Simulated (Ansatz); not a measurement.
Consider CrI₃ in the BiI3 type structure (space group R-3, No. 148; a = 6.818 Å, c = 19.478 Å (hexagonal axes); ferromagnetic; layered, stacked along the Cartesian z axis).

Method: PBE-D3(BJ), PAW, 420 eV (Ansatz, an electronic-structure program; no SOC).

For the base:

The lattice parameter a is 681.8 pm and the gap character comes out as indirect, k = (0.167, 0.167, -1/3) in the run's primitive reciprocal basis → T. The smallest direct gap is 1.17 eV.

Modification: a hydrostatic pressure of 5 GPa.

Q: What does the calculation give for the lattice parameter a, gap character and smallest direct gap after the change?

A: The lattice parameter a drops by 29.4 pm, from 681.8 pm to 652.4 pm; the gap character changes from indirect, k = (0.167, 0.167, -1/3) in the run's primitive reciprocal basis → T to indirect, Γ → T; the smallest direct gap falls by 0.13 eV (1.17 eV → 1.04 eV).

The magnetic state is the one reached from the starting moments; the real material's order can differ, and small cells can't hold many antiferromagnetic ones. With I present, leaving out spin-orbit coupling can change the band edges. Load acts through the strain it causes; cell and atoms are relaxed under it. Whether these cells are dynamically stable was not tested. Competing high-pressure phases were not computed.
